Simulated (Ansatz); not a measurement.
Base system: PbS in the zinc blende structure (space group F-43m, No. 216; a = 6.543 Å; a hypothetical phase, not in the database extracts checked). Axes: x, y, z lie along the cube axes.

Perturbation: a pure shear with ε_yz = ε_zy = 0.0037, atoms relaxed at fixed cell.

Levels (all Ansatz, an electronic-structure program, PAW): PBEsol (420 eV, scalar-relativistic without spin-orbit coupling); r2SCAN (500 eV, no SOC).

The geometry is relaxed with PBEsol.

* **PBEsol smallest direct gap**: 1.15 eV
* **PBEsol electron mass**: 1.7 mₑ along k, 0.35 mₑ across (at T)
* **PBEsol pressure**: 0.00 GPa
* **PBEsol lowest conduction level above the VBM at special points**: T 0.63 eV; X 0.63 eV; Y₀ 1.70 eV; U₀ 1.70 eV

Task: How does going to r2SCAN change the smallest direct gap, electron mass, pressure and lowest conduction level above the VBM at special points?

Result: The smallest direct gap rises by 0.25 eV, from 1.15 eV to 1.40 eV; the electron mass goes from 1.7 mₑ along k, 0.35 mₑ across (at T) to 1.6 mₑ along k, 0.35 mₑ across (at T); the pressure goes from zero to 1.08 GPa; the lowest conduction level above the VBM at special points changes from T 0.63 eV; X 0.63 eV; Y₀ 1.70 eV; U₀ 1.70 eV to T 0.88 eV; X 0.88 eV; Y₀ 1.95 eV; U₀ 1.95 eV.

Single points use the geometry relaxed with PBEsol. Their cutoffs differ, which shifts pressures a little. With Pb present, leaving out spin-orbit coupling can change the band edges. The cells carry an imposed strain or load. Effective masses come from finite differences of ±0.01 Å⁻¹. Along k means along the line from Γ to the band edge. Whether these cells are dynamically stable was not tested. Labels are those of the standard path for the cell's own space group.
